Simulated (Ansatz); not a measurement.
System: Hg (R-3m, No. 166, 1 atom in the cell). Method: PBEsol (Ansatz, a quantum-chemistry and plane-wave program, PAW).

Run with plane-wave cutoff 520 eV, 20×20×20 k mesh, Fermi–Dirac smearing 0.05 eV, scalar-relativistic PAW data made under PBE.

Cell (relaxed at this level):

```
Hg
1.0
    2.40073    -1.78519    -0.05119
    2.40073     1.78519    -0.05119
    1.13339     0.00000     2.76920
Hg
1
Cartesian
  0.00000   0.00000   0.00000
```

Problem. Predict the bulk modulus B0.

Solution. 
- bulk modulus B0 = 29.3 GPa

The run finds no gap.

Note: the relaxation could not lower the start's symmetry, so the cell can be a saddle point above a distorted one; the bulk modulus comes from volumes at which shape and atoms were relaxed.

Spin–orbit coupling is not included; it can shift volumes and moduli of such heavy elements.
